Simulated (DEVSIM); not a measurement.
System: W/HfO2/p-Si capacitor, at 250 K.

Layer 1 from the left is HfO2, thickness (nm) 2.50. Layer 2 from the left is Si, thickness (nm) 5900, Na (cm⁻³) 9.4e15.

Metal gate on the left, work function 4.6 eV. Fixed charge at the semiconductor interface -3.6e10 cm⁻² (in units of +e); no interface traps.

This is a model device: material constants are rounded textbook-type values typed into the input, and sizes, dopings and lifetimes were drawn at random. Values at 300 K; Nc and Nv go as T^1.5, mobilities as T to minus their exponent, the gap by Varshni's rule with the affinity fixed.

HfO2: gap (eV) 5.7, affinity (eV) 2.5, permittivity 22. Si: gap (eV) 1.124, affinity (eV) 4.05, permittivity 11.7, Nc (cm⁻³) 2.86e19, Nv (cm⁻³) 3.1e19, Varshni α (eV/K) 0.000473, Varshni β (K) 636.

### Question
Estimate by hand the flat-band voltage, the threshold voltage, and compare with a numerical solution.

### Answer

- Flat-band voltage: C = 7.79 μF/cm², work-function difference -0.417 V; VFB = φms − qNf/C = -0.42 V; numerical -0.42 V.
- Threshold voltage: φF = 0.400 V, depletion charge √(4εqNφF) = 5.00e-8 C/cm²; VT = VFB + 2φF + Qd/C = 0.39 V; numerical 0.39 V.

DEVSIM, 1D Poisson equation in equilibrium, Boltzmann statistics, complete ionisation; no quantum confinement or tunnelling. Metal contacts follow the ideal Schottky-Mott rule: no Fermi-level pinning, no interface dipoles.
